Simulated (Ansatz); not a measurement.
**ZnSnN2: pressure series**

The parent structure is ZnSnN2 (space group Pna2_1, No. 33).

```
CELL_PARAMETERS angstrom
      5.83359     0.00000     0.00000
      0.00000     6.71310     0.00000
      0.00000     0.00000     5.46672
ATOMIC_POSITIONS crystal
  Zn 0.58300 0.87494 0.99907
  Zn 0.41700 0.12506 0.49907
  Zn 0.91700 0.37494 0.49907
  Zn 0.08300 0.62506 0.99907
  Sn 0.58841 0.37513 0.99934
  Sn 0.41159 0.62487 0.49934
  Sn 0.91159 0.87513 0.49934
  Sn 0.08841 0.12487 0.99934
  N  0.58341 0.37311 0.37942
  N  0.41659 0.62689 0.87942
  N  0.91659 0.87311 0.87942
  N  0.08341 0.12689 0.37942
  N  0.57885 0.87697 0.37217
  N  0.42115 0.12303 0.87217
  N  0.92115 0.37697 0.87217
  N  0.07885 0.62303 0.37217
```

Cell and atoms are relaxed at each pressure.

Computed with Ansatz (a first-principles code), PBEsol, PAW, cutoff 420 eV, without spin-orbit coupling.

Notes on the quantities. enthalpy: H = E + PV relative to the base's energy.

| variant | shortest interatomic distance | band gap | enthalpy |
|---|---|---|---|
| base | 2.035 Å | 0.15 eV | – |
| pressure −2 GPa | 2.047 Å | 0.12 eV | -0.17 eV/atom |
| pressure −1 GPa | 2.041 Å | 0.14 eV | -0.08 eV/atom |
| pressure 0.3 GPa | 2.034 Å | 0.16 eV | +0.03 eV/atom |
| pressure 0.7 GPa | 2.032 Å | 0.16 eV | +0.06 eV/atom |
| pressure 1.5 GPa | 2.027 Å | 0.17 eV | +0.12 eV/atom |
| pressure 3 GPa | 2.020 Å | 0.20 eV | +0.25 eV/atom |
| pressure 5 GPa | 2.010 Å | 0.22 eV | +0.41 eV/atom |
| pressure 7.5 GPa | 1.999 Å | 0.25 eV | +0.61 eV/atom |
| pressure 10 GPa | 1.988 Å | 0.28 eV | +0.81 eV/atom |

Load acts through the strain it causes; cell and atoms are relaxed under it. Stability against distortions was not tested. Competing high-pressure phases were not computed. A zero or small gap of ZnSnN2 can be the functional's error rather than a property of the material.
